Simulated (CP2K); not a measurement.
A self-consistent single point of YAl2Ge2 (P1, 5 atoms in the cell) with CP2K.

Method: CP2K 2026.2 with PBEsol, GPW, DZVP-MOLOPT-SR-GTH basis, GTH-PBE potentials (GTH_POTENTIALS).

The change in words: lattice scaled by 0.98. Reference geometry:
```
Y(AlGe)2
1.0
    4.29086     0.00000     0.00000
   -2.14543     3.71599     0.00000
    0.00000     0.00000     6.62146
Y Al Ge
1 2 2
Direct
  0.00183   0.00523   0.00413
  0.66517   0.33310   0.34699
  0.33122   0.66646   0.64768
  0.66820   0.33701   0.74238
  0.33358   0.65820   0.25881
```

Reference input (self-consistent single point, DFT PBEsol, GPW, DZVP-MOLOPT-SR-GTH basis, GTH-PBE potentials (GTH_POTENTIALS)): CUTOFF = 500 Ry; REL_CUTOFF = 50 Ry; SMEAR/METHOD = FERMI_DIRAC; ELECTRONIC_TEMPERATURE = 1160.45 K; KPOINTS/SCHEME = MONKHORST-PACK 5 5 3; XC_FUNCTIONAL = PBE:PBESOL; Y/BASIS_SET = DZVP-MOLOPT-SR-GTH-q11; Y/POTENTIAL = GTH-PBE-q11; Al/BASIS_SET = DZVP-MOLOPT-SR-GTH-q3; Al/POTENTIAL = GTH-PBE-q3; Ge/BASIS_SET = DZVP-MOLOPT-SR-GTH-q4; Ge/POTENTIAL = GTH-PBE-q4. This run's input differs from it in these lines:

```diff
@@ -66,4 +66,4 @@
     &CELL
-      ABC 4.29086000 4.29086020 6.62146000
-      ALPHA_BETA_GAMMA 90.00000000 90.00000000 119.99999842
+      ABC 4.20504300 4.20504270 6.48903100
+      ALPHA_BETA_GAMMA 90.00000000 90.00000000 119.99999452
       PERIODIC XYZ
@@ -71,7 +71,7 @@
     &COORD
-      Y       -0.00337262     0.01944208     0.02737312
-      Al       2.13950432     1.23781247     2.29756716
-      Al      -0.00860532     2.47654278     4.28860046
-      Ge       2.14412987     1.25233457     4.91566596
-      Ge       0.01920803     2.44585610     1.71371331
+      Y       -0.00330516     0.01905324     0.02682565
+      Al       2.09671450     1.21305618     2.25161589
+      Al      -0.00843288     2.42701185     4.20282858
+      Ge       2.10124754     1.22728784     4.81735279
+      Ge       0.01882420     2.39693890     1.67943909
     &END COORD
```

Output (repeated stretches shortened):

```
 SCF WAVEFUNCTION OPTIMIZATION

  Step     Update method      Time    Convergence         Total energy    Change
     1 NoMix/Diag. 0.30E+00      -     2.06379046       -50.9602655876 -5.10E+01
     2 Broy./Diag. 0.30E+00      -     0.01897623       -50.5472622481  4.13E-01
     3 Broy./Diag. 0.30E+00      -     0.09284027       -50.2513209698  2.96E-01
     4 Broy./Diag. 0.30E+00      -     0.00497733       -50.2654850081 -1.42E-02
     5 Broy./Diag. 0.30E+00      -     0.00851741       -50.2849236202 -1.94E-02
     6 Broy./Diag. 0.30E+00      -     0.00115803       -50.2956311501 -1.07E-02
   [... 7 lines left out ...]
    14 Broy./Diag. 0.30E+00      -     0.00000142       -50.3003699539  6.61E-06
    15 Broy./Diag. 0.30E+00      -     0.00000030       -50.3003716494 -1.70E-06
    16 Broy./Diag. 0.30E+00      -     0.00000044       -50.3003718161 -1.67E-07
    17 Broy./Diag. 0.30E+00      -     0.00000004       -50.3003717941  2.20E-08
  *** SCF run converged in    17 steps ***

  Overlap energy of the core charge distribution:               0.00000000034544
  Self energy of the core charge distribution:                -99.86045650318962
  Core Hamiltonian energy:                                     22.27456648044441
  Hartree energy:                                              36.33585630580297
  Exchange-correlation energy:                                 -9.04892627320430
  Electronic entropic energy:                                  -0.00141180420705
  Fermi energy:                                                 0.27907874611824

  Total energy:                                               -50.30037179409000
  Total energy (extrapolated to T->0):                        -50.29966589198647

                     Mulliken Population Analysis

   [... lines left out ...]

 STRESS| Analytical stress tensor [bar]
 STRESS|                        x                   y                   z
 STRESS|      x        5.44131543398E+04  -1.51667718150E+03   2.83940387544E+02
 STRESS|      y       -1.51667718150E+03   4.77999882613E+04  -1.67273627010E+02
 STRESS|      z        2.83940387544E+02  -1.67273627010E+02   3.23122344098E+04
 STRESS| 1/3 Trace                                             4.48417923370E+04
```

The run converged in 17 iterations. Against the reference run the free energy goes up by 14.2 meV/atom, the pressure goes from -0.57 to 4.48 GPa and the largest force goes from 0.385 to 0.485 eV/Å.

The starting cell comes from a database of computed structures (which also holds hypothetical and non-ambient phases and stackings), without a prior relaxation at this level. Its atoms were displaced at random from the sites of space group no. 164. For this run, on top of that: lattice scaled by 0.98. Values carry the incompleteness of an atom-centred basis. The potentials were made for another functional than the one used. With a pressure of about 4 GPa the cell is away from its equilibrium volume at this level.

Cost on one core of a shared machine: roughly 2 min.
